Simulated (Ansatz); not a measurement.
The parent structure is FeCo in the CsCl type structure (space group Pm-3m, No. 221; ferromagnetic).

```yaml
crystal:
  lattice:
    - [2.80013, 0.00000, 0.00000]
    - [0.00000, 2.80013, 0.00000]
    - [0.00000, 0.00000, 2.80013]
  atoms:
    - { symbol: Fe, position: [0.00000, 0.00000, 0.00000] }
    - { symbol: Co, position: [0.50000, 0.50000, 0.50000] }
```

Method: DFT with PBEsol, PAW potentials and a 420 eV plane-wave cutoff in Ansatz (a first-principles code), no SOC, earlier PAW set.

For the base:

| Item | Value |
|---|---|
| Largest site moment | 2.71 μB |
| Shortest interatomic distance | 2.425 Å |
| Magnetic state | ferromagnetic |

Now apply this change: a hydrostatic pressure of 15 GPa.

Question: What happens to the largest site moment, shortest interatomic distance and magnetic state?

Answer: The largest site moment shrinks by 0.099 μB to 2.62 μB; the shortest interatomic distance drops by 0.048 Å (2.425 Å → 2.377 Å); the magnetic state remains ferromagnetic.

Other magnetic orders, which the real material may have, were not ruled out. Load acts through the strain it causes; cell and atoms are relaxed under it. Stability against distortions was not tested. No other phases were tried under pressure.
